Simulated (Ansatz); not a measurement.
composition SiNi, cell Si24Ni24, first heated far above this temperature, then brought to it [in the run: it was liquid; mean temperature 1428 K (target 1370 K)]; MD at a mean temperature of 1428 K and a mean pressure of -0.7 GPa, 6.0 ps sampled (in preparation the cell's shape was held), k-points: 2x2x2 mesh shifted by half a step, no spin polarisation or spin-orbit coupling.

Prepared at the same level. The atoms began on random sites, so units and networks may differ from a laboratory melt's. Atoms moved only 1.4 Å² (mean square) in the hot stage, so mixing may be incomplete. The cell wasn't fully relaxed to the target pressure: the run's mean is -0.7 GPa. Local magnetic moments are left out. On the run's last frame a denser k-mesh moved the forces by 0.021 eV/Å rms, the static pressure by -0.01 GPa and the free energy by -2 meV/atom, which is about how far such values are converged. Warnings of the run: stress scf threshold loose, symmetry auto disabled.

**Question.** Predict the first peak of g(Ni-Si); Ni-Ni-Ni angle; Ni-Si-Si angle; coordination of Ni (bonds up to Ni-Ni 3.34, Ni-Si 3.30 Å); volume per atom from PBE (Ansatz, a first-principles code).

**Answer.** 
| Item | Value |
|---|---|
| first peak of g(Ni-Si) | 2.34 Å, height 3.8 |
| Ni-Ni-Ni angle | mean 100°, spread 32°, most frequent near 104° |
| Ni-Si-Si angle | mean 93°, spread 36°, most frequent near 50° |
| coordination of Ni (bonds up to Ni-Ni 3.34, Ni-Si 3.30 Å) | 11.1 (11-fold 32 %, 12-fold 25 %, 10-fold 22 %) |
| volume per atom | 13.6 Å³ |
